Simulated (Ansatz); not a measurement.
Pd under a change: biaxial strain +0.42 %, plane normal [111], relaxed out of plane

The reference is Pd in the fcc (Cu type) structure (space group Fm-3m, No. 225; a = 3.9104 Å; relaxed with 0.1 eV smearing). Axes: x, y, z lie along the cube axes.

Modification: tensile biaxial strain of 0.42 % in the plane normal to [111], as in epitaxy on a mismatched substrate; the out-of-plane cell vector and the atoms relax.

All numbers come from r2SCAN in Ansatz (plane waves to 500 eV, PAW, no spin-orbit coupling). k-mesh 29×29×29 (Γ-centred); smearing 0.1 eV (Fermi–Dirac).

| quantity | base | changed | shift |
|---|---|---|---|
| volume per atom | 14.95 Å³ | 15.01 Å³ | +0.066 Å³ |
| space group | Fm-3m (No. 225) | R-3m (No. 166) | – |
| shortest interatomic distance | 5.225 bohr | 5.219 bohr | -0.0065 bohr |
| energy relative to the base (free energy F) | 0 meV/atom | +0.5 meV/atom | +0.5 meV/atom |
| pressure (mean of the normal stresses, compression positive) | 0.0 GPa | -0.8 GPa | -0.8 GPa |
| band gap | zero | zero | – |
| out-of-plane strain | – | -0.40 % | – |
| mean in-plane stress (compression positive) | – | -1.2 GPa | – |

Stability against distortions was not tested. All final runs are without spin polarisation. Pd has a high density of states at the Fermi level and may be magnetic at this level.

Ansatz is an electronic-structure program.
